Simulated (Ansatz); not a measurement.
# Co2Si (Pnma, No. 62)

Method: r²SCAN (plane waves, PAW; Ansatz, an electronic-structure program).

Settings: plane-wave cutoff 500 eV, 8×10×6 k mesh (along the axes of the cell as run), Fermi–Dirac smearing 0.05 eV, spin-polarised start, scalar-relativistic PAW data made under PBE.

Cell (relaxed at this level):

```yaml
crystal:
  lattice:
    - [4.85210, 0.00000, 0.00000]
    - [0.00000, 3.70439, 0.00000]
    - [0.00000, 0.00000, 6.96643]
  atoms:
    - { symbol: Co, position: [0.82735, 0.75000, 0.56335] }
    - { symbol: Co, position: [0.17265, 0.25000, 0.43665] }
    - { symbol: Co, position: [0.67265, 0.25000, 0.06335] }
    - { symbol: Co, position: [0.32735, 0.75000, 0.93665] }
    - { symbol: Co, position: [0.53535, 0.25000, 0.72104] }
    - { symbol: Co, position: [0.46465, 0.75000, 0.27896] }
    - { symbol: Co, position: [0.96465, 0.75000, 0.22104] }
    - { symbol: Co, position: [0.03535, 0.25000, 0.77896] }
    - { symbol: Si, position: [0.20102, 0.25000, 0.10389] }
    - { symbol: Si, position: [0.79898, 0.75000, 0.89611] }
    - { symbol: Si, position: [0.29898, 0.75000, 0.60389] }
    - { symbol: Si, position: [0.70102, 0.25000, 0.39611] }
```

For Co2Si (Pnma, No. 62), the band gap is none.

Note: the magnetic order was assumed, not searched for or taken from measurement; a magnet's gap depends somewhat on the PAW data.

The computed numbers hold no vibrational or temperature effects.
